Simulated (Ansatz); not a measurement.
The structure below was relaxed with PBE, PAW, 420 eV (Ansatz, a first-principles code; no spin-orbit coupling), earlier PAW set.

Space group Fm-3m (No. 225); a = b = c = 4.1169 Å, α = β = γ = 90.00°

```
atom  site  symmetry       x       y       z
----  ----  --------  ------  ------  ------
N       4a      m-3m  0.0000  0.0000  0.0000
V       4b      m-3m  0.5000  0.5000  0.5000
```

**Question.** Write out a cell with all atoms.

**Answer.** 
```xyz
8
Lattice="4.1169 0.0000 0.0000 0.0000 4.1169 0.0000 0.0000 0.0000 4.1169" Properties=species:S:1:pos:R:3 pbc="T T T"
N      0.0000     0.0000     0.0000
V      2.0585     0.0000     0.0000
N      0.0000     2.0585     2.0585
V      2.0585     2.0585     2.0585
N      2.0585     0.0000     2.0585
V      0.0000     0.0000     2.0585
N      2.0585     2.0585     0.0000
V      0.0000     2.0585     0.0000
```
This is the conventional cell.

Stability against distortions was not tested. Seeded moments were not kept for Nb → V. All final runs are without spin polarisation. The cell was made from NbN by this change: Nb → V.
